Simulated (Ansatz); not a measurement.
Band structure of CaSe (Fm-3m, 2 atoms in the cell).

```xyz
2
Lattice="0.0000 3.0400 3.0400 3.0400 0.0000 3.0400 3.0400 3.0400 0.0000" Properties=species:S:1:pos:R:3 pbc="T T T"
Ca     0.0000     0.0000     0.0000
Se     3.0400     3.0400     3.0400
```

Method: PBE, PAW files (plane waves; Ansatz, a program for electronic structure).

Settings: kpoints.mp_grid.grid = 6 6 6; hamiltonian.xc = pbe; hamiltonian.pseudopotentials = {kind: paw} (the program's default PAW files); scf.occupations.method = fixed; kpoints.band_path.npoints = 8.

The starting cell comes from a database of computed structures (which also holds hypothetical and non-ambient phases and stackings), without a prior relaxation at this level. Its lattice was rescaled by a random factor within 2.5 % of one.

Problem. Predict the gap along the standard path and the places of the band edges.

Solution. The gap along the path is 2.20 eV, from Γ to X; the smallest direct gap on it is 2.92 eV.

Levels in eV from the top of the valence band on the path, bands 10 to 16:
```json
[
 {"point": "Γ", "10": "-11.53", "11": "0.00", "12": "0.00", "13": "0.00", "14": "2.92", "15": "3.72", "16": "3.72"},
 {"point": "X", "10": "-11.04", "11": "-2.31", "12": "-0.86", "13": "-0.86", "14": "2.20", "15": "4.70", "16": "4.88"},
 {"point": "W", "10": "-10.98", "11": "-1.80", "12": "-1.80", "13": "-1.50", "14": "4.32", "15": "4.32", "16": "5.01"},
 {"point": "K", "10": "-10.99", "11": "-2.06", "12": "-1.85", "13": "-0.99", "14": "3.31", "15": "5.38", "16": "5.47"},
 {"point": "L", "10": "-10.98", "11": "-2.98", "12": "-1.03", "13": "-1.03", "14": "4.38", "15": "5.24", "16": "5.28"},
 {"point": "U", "10": "-10.99", "11": "-2.06", "12": "-1.85", "13": "-0.99", "14": "3.31", "15": "5.38", "16": "5.47"}
]
```

Keys are those of Ansatz 0.2.
